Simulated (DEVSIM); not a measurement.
Structure: abrupt GaAs p-n junction, at 300 K.

| layer (left to right) | material | thickness (μm) | Nd (cm⁻³) | Na (cm⁻³) | τn (s) | τp (s) |
|---|---|---|---|---|---|---|
| 1 | GaAs | 0.210 | - | 8.6e15 | 1.5e-8 | 1.5e-8 |
| 2 | GaAs | 2.00 | 3.6e14 | - | 1.5e-8 | 1.5e-8 |

Left contact: ohmic. Right contact: ohmic. Voltage is applied to the left contact. Recombination: SRH at mid-gap, radiative. Mobility is constant in doping.

This is a model device: material constants are rounded textbook-type values typed into the input, and sizes, dopings and lifetimes were drawn at random. Values at 300 K.

```tsv
parameter	GaAs
gap (eV)	1.424
affinity (eV)	4.07
permittivity	12.9
Nc (cm⁻³)	4.7e17
Nv (cm⁻³)	9e18
μn (cm²/Vs)	8500
μp (cm²/Vs)	400
B (cm³/s)	2e-10
```

Simulated with DEVSIM: 1D drift-diffusion, Boltzmann statistics, complete ionisation; no tunnelling, impact ionisation, image-force lowering or self-heating.

The thickness of layer 1 was swept, all else fixed.

```
thickness of layer 1 (μm)  dark forward voltage at 1 A/cm² (V)  dark forward voltage at 100 A/cm² (V)
-------------------------  -----------------------------------  -------------------------------------
0.042                                                    0.856                                  1.008
0.073                                                    0.863                                  1.014
0.13                                                     0.874                                  1.023
0.21                                                     0.886                                  1.032
0.36                                                     0.899                                  1.043
0.63                                                     0.911                                  1.053
1.1                                                      0.920                                  1.066
```

From the first row to the last the dark forward voltage at 1 A/cm² goes from 0.856 to 0.920. From the first row to the last the dark forward voltage at 100 A/cm² goes from 1.008 to 1.066.
